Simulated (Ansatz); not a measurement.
Results of PBE0 (PAW; Ansatz, a first-principles code) for MoS2 (P6₃/mmc, No. 194, 6 atoms in the cell; start mp-1018809).

Run with plane-wave cutoff 500 eV, 12×12×2 k mesh (along the axes of the cell as run), gaussian smearing 0.02 eV, no spin polarisation, scalar-relativistic PAW data made under PBE.

Cell (relaxed with r²SCAN):

MoS$_{2}$ has the hexagonal space group P6₃/mmc (No. 194), Pearson symbol hP6. Conventional cell: a = 3.1853 Å, b = 3.1853 Å, c = 13.2021 Å, α = 90.00°, β = 90.00°, γ = 120.00°. Mo on 2b sees 6 S at 2.407 Å (trigonal prismatic). S on 4f is coordinated by 3 Mo at 2.407 Å (trigonal pyramidal). (Neighbours: up to the widest gap in distance over summed covalent radii, below 1.35, at either atom; cation-cation and far metal-metal contacts left out.)

Task: Predict the band gap.

Result: 
- band gap = 2.25 eV (on the SCF k mesh)

Note: cell and atoms aren't relaxed at this level (largest force component 0.35 eV/Å, pressure -3.3 GPa); the cell has widely spaced layers and the level no dispersion term, so their spacing and the moduli can rest on weak binding.

Spin–orbit coupling is not included.

Computed values are for the static lattice.

The result took about 7 core-minutes (a rough figure).

A start named mp-… is a Materials Project structure, which need not be a measured phase.
